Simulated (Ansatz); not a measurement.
# Effect of biaxial strain +4.19 %, plane normal [001], relaxed out of plane on AlN

Take AlN in the wurtzite structure (space group P6_3mc, No. 186; a = 3.114 Å, c = 4.984 Å) as the base. Axes: x lies along a and z along c of the hexagonal cell.

The change: tensile biaxial strain of 4.19 % in the plane normal to [001], as in epitaxy on a mismatched substrate; the out-of-plane cell vector and the atoms relax.

All numbers come from PBEsol (Ansatz, a program for electronic structure), without spin-orbit coupling. Γ-centred 12×12×7 mesh, Fermi–Dirac width 0.05 eV.

| quantity | base | changed | shift |
|---|---|---|---|
| volume per atom | 10.46 Å³ | 11.02 Å³ | +0.56 Å³ |
| space group | P6_3mc (No. 186) | P6_3mc (No. 186) | – |
| shortest interatomic distance | 1.892 Å | 1.914 Å | +0.022 Å |
| band gap (an upper bound: an edge found on the path is not a true extremum; the changed cell) | 4.09 eV | 3.27 eV | -0.827 eV |
| out-of-plane strain | – | -2.98 % | – |
| ratio −ε⊥/ε∥ | – | 0.71 | – |
| mean in-plane stress (compression positive) | – | -15.6 GPa | – |

Cost of the whole job for the changed cell (relaxation, final SCF and bands): very roughly 29 core-seconds.

Whether these cells are dynamically stable was not tested.
